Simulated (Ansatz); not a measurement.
This Ansatz (a quantum-chemistry and plane-wave program) input is the reference run, CaS in the rock salt structure (space group Fm-3m, No. 225), computed with PBEsol (Ansatz, PAW, scalar-relativistic without spin-orbit coupling):

Ansatz 0.2 input:
```yaml
crystal:
  lattice:
    - [0, 2.8165996428, 2.8165996428]
    - [2.8165996428, 0, 2.8165996428]
    - [2.8165996428, 2.8165996428, 0]
  atoms:
    - { symbol: Ca, position: [0, 0, 0] }
    - { symbol: S, position: [0.5, 0.5, 0.5] }
basis: { ecutwfc: 420, ecutrho_ratio: 4, xc_grid: 2, fft_grid_basis: typed }
kpoints: { mp_grid: { grid: [10, 10, 10] } }
hamiltonian:
  xc: pbesol
  dispersion: none
  pseudopotentials: { kind: paw }
scf: { occupations: { method: fermi_dirac, width: 0.05 }, convergence: { dr2_threshold: 0.0000000002 } }
output: { forces: true, stress: true }
checkpoint: { write: state.ck, write_every: 1000 }
```

Q: Write the input for this change: biaxial strain +1.67 %, plane normal [111], relaxed out of plane (Cartesian); in-plane vectors clamped, the third vector and the atoms free.

A: 
Ansatz 0.2 input:
```yaml
crystal:
  lattice:
    - [4.0497940806, 0, 0]
    - [2.0248970403, 3.5072245539, 0]
    - [2.0248970403, -1.1690748513, 3.2251721758]
  atoms:
    - { symbol: Ca, position: [0, 0, 0] }
    - { symbol: S, position: [0, 0.5, 0.5] }
basis: { ecutwfc: 420, ecutrho_ratio: 4, xc_grid: 2, fft_grid_basis: typed }
kpoints: { mp_grid: { grid: [10, 10, 10] } }
hamiltonian:
  xc: pbesol
  dispersion: none
  pseudopotentials: { kind: paw }
scf: { occupations: { method: fermi_dirac, width: 0.05 } }
relax: { f_tol: 0.005, max_steps: 50, cell: { stress_tol: 0.01, fix: [a, b, gamma] } }
output: { forces: true, stress: true }
checkpoint: { write: state.ck, write_every: 1000 }
```
This is the input that was run; other choices of cell and start would serve too.

Stability against distortions was not tested.
